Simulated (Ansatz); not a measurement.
Ansatz (a quantum-chemistry and plane-wave program) run on Na (Im-3m, 1 atom in the cell): relaxation of cell and atoms.

Computed with PBE (plane waves, PAW; Ansatz).

The change in words: atoms on their sites; relax: default → cell and atoms. Reference geometry:
```
CELL_PARAMETERS angstrom
     -2.14065     2.14065     2.14065
      2.14065    -2.14065     2.14065
      2.14065     2.14065    -2.14065
ATOMIC_POSITIONS crystal
  Na 0.00000 0.00000 0.00000
```

Reference input (self-consistent single point, DFT, PBE, plane waves, default PAW files): basis.ecutwfc = 30.9 Ry; kpoints.mp_grid.grid = 11 11 11; hamiltonian.xc = pbe; hamiltonian.pseudopotentials = {kind: paw} (the program's default PAW files); scf.occupations.method = fermi_dirac; scf.occupations.width = 0.0073 Ry. This run's input differs from it in these lines:

```diff
@@ -21,2 +21,4 @@
     width: 0.0073 Ry
+relax:
+  cell: {}
 output:
```

Log, with long lists cut:

```
   [... SCF lines of the steps left out ...]
relax step   1: F+E_penalty+E_count = -1486.42226402 eV  Δ(F+E_penalty+E_count) = +0.000e0 eV  max|allowed force component| = 0.000e0 eV/Å  Δτ_max = 0.0000 Å  P = -0.410 GPa  Ω = 39.237 Å³  (6 SCF iters, dr2 threshold 1.00e-7 eV, accepted)
relax step   2: F+E_penalty+E_count = -1486.42319249 eV  Δ(F+E_penalty+E_count) = -9.285e-4 eV  max|allowed force component| = 0.000e0 eV/Å  Δτ_max = 0.0000 Å  P = -0.347 GPa  Ω = 38.846 Å³  energy of the carried Pulay correction = +4.342e-6 eV  (3 [...]
relax step   3: F+E_penalty+E_count = -1486.42531448 eV  Δ(F+E_penalty+E_count) = -2.122e-3 eV  max|allowed force component| = 0.000e0 eV/Å  Δτ_max = 0.0000 Å  P = +0.033 GPa  Ω = 36.811 Å³  energy of the carried Pulay correction = +2.768e-5 eV  (4 [...]
relax step   4: F+E_penalty+E_count = -1486.42525444 eV  Δ(F+E_penalty+E_count) = +6.004e-5 eV  max|allowed force component| = 0.000e0 eV/Å  Δτ_max = 0.0000 Å  P = +0.037 GPa  Ω = 36.811 Å³  stress off target by 3.74e-2 GPa  SCF on the basis [...]
basis re-selected at this cell: Δ(F+E_penalty+E_count) = +6.004e-5 eV, ΔP = +0.004 GPa vs the last step
Stability not checked: this state was not tested for a lower state beside it, because too few of the mixer's solves of this state at the end of the SCF gave a …
Free energy (F): -1486.425254 eV
Internal energy: -1486.411614 eV  (E = F + TS)
E sigma→0 (E₀):  -1486.418434 eV
Entropy (-TS):   -0.013640 eV (-13.640 meV/atom)
Fermi energy:    1.796322 eV
--- Forces (eV/Å), atoms counted from 1 ---
  atom   1  Na     0.00000000    -0.00000000     0.00000000
   [... lines left out ...]
to start a new deck from the relaxed geometry:
  cell:  # Å, volume = 36.8105 Å³
    - [-2.0955789927718884, 2.0955789927718884, 2.0955789927718884]
    - [2.0955789927718884, -2.0955789927718884, 2.0955789927718884]
    - [2.0955789927718884, 2.0955789927718884, -2.0955789927718884]
  atoms:
    - { symbol: Na, position: [0.0, 0.0, 0.0] }
```

The run converged. 

Summary of the result:
Free energy E − TS (on the zero of these files): -1486.4253 eV
Fermi level (on the code's own zero): 1.80 eV
Pressure: 0.04 GPa
Final cell: a = b = c = 3.6296 Å, α = β = γ = 109.47°
Final volume per atom: 36.81 Å³
Relaxation steps: 4

The starting cell has typed, rounded lattice constants, without a prior relaxation at this level. Its lattice was rescaled by up to half a per cent. The relaxation keeps the symmetry of its start, so its end need not be a minimum. Ansatz's pressure includes its estimate of the finite-basis (Pulay) stress.

Keys are those of Ansatz 0.2.
